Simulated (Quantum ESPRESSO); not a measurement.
Quantum ESPRESSO run on CaF (P6_3mc, 4 atoms in the cell): self-consistent single point.

Method of the run: PBEsol, GBRV 1.5 ultrasoft (PBESOL) pseudopotentials (plane waves; Quantum ESPRESSO).

```
CELL_PARAMETERS angstrom
      3.95322     0.00000     0.00000
     -1.97661     3.42359     0.00000
      0.00000     0.00000     6.43637
ATOMIC_POSITIONS crystal
  Ca 0.33333 0.66667 0.99988
  Ca 0.66667 0.33333 0.49988
  F  0.33333 0.66667 0.37512
  F  0.66667 0.33333 0.87512
```

Reference input (self-consistent single point, DFT, PBEsol, plane waves, GBRV 1.5 ultrasoft (PBESOL) pseudopotentials): ecutwfc = 40 Ry; ecutrho = 200 Ry; occupations = smearing; smearing = gauss; degauss = 0.0099958 Ry; potentials = {Ca: ca_pbesol_v1.uspp.F.UPF, F: f_pbesol_v1.4.uspp.F.UPF}; K_POINTS = automatic 13 13 7 0 0 0; conv_thr = 1e-08 Ry. This run's input differs from it in these lines:

```diff
@@ -34,3 +34,3 @@
 K_POINTS automatic
-13 13 7  0 0 0
+5 5 3  0 0 0
```

Output, abridged:

```
     Self-consistent Calculation

     iteration #  1     ecut=    40.00 Ry     beta= 0.70

     total energy              =    -246.96616975 Ry
     estimated scf accuracy    <       0.37795681 Ry

     iteration #  2     ecut=    40.00 Ry     beta= 0.70

     total energy              =    -246.99450772 Ry
     estimated scf accuracy    <       0.79132000 Ry

     iteration #  3     ecut=    40.00 Ry     beta= 0.70

     total energy              =    -247.15760478 Ry
     estimated scf accuracy    <       0.00300812 Ry

   [... 5 blocks of this kind left out ...]

     iteration #  9     ecut=    40.00 Ry     beta= 0.70

     total energy              =    -247.15965137 Ry
     estimated scf accuracy    <       0.00000002 Ry

     iteration # 10     ecut=    40.00 Ry     beta= 0.70
     End of self-consistent calculation

     the Fermi energy is     7.0470 ev

!    total energy              =    -247.15965137 Ry
     estimated scf accuracy    <          1.7E-09 Ry
     smearing contrib. (-TS)   =      -0.00193721 Ry
     internal energy E=F+TS    =    -247.15771416 Ry

     convergence has been achieved in  10 iterations

     Forces acting on atoms (cartesian axes, Ry/au):

     atom    1 type  1   force =     0.00000000    0.00000000    0.00026971
     atom    2 type  1   force =    -0.00000000   -0.00000000    0.00026971
     atom    3 type  2   force =     0.00000000    0.00000000   -0.00026971
     atom    4 type  2   force =     0.00000000    0.00000000   -0.00026971

     Total force =     0.000539     Total SCF correction =     0.000005

          total   stress  (Ry/bohr**3)                   (kbar)     P=      -15.50
  -0.00009579   0.00000000   0.00000000          -14.09        0.00        0.00
   0.00000000  -0.00009579   0.00000000            0.00      -14.09        0.00
   0.00000000   0.00000000  -0.00012442            0.00        0.00      -18.30

   JOB DONE.
```

The run converged in 10 iterations. Against the reference run the free energy is nearly the same (within 1 meV/atom), the pressure goes from -1.69 to -1.55 GPa and the largest force moves little (0.004 to 0.007 eV/Å).

The starting cell comes from a database of computed structures (which also holds hypothetical and non-ambient phases and stackings), without a prior relaxation at this level. The run gives no clean gap (levels at the Fermi energy touch, overlap or are partly filled at this smearing), which alone does not show that the compound is a metal.
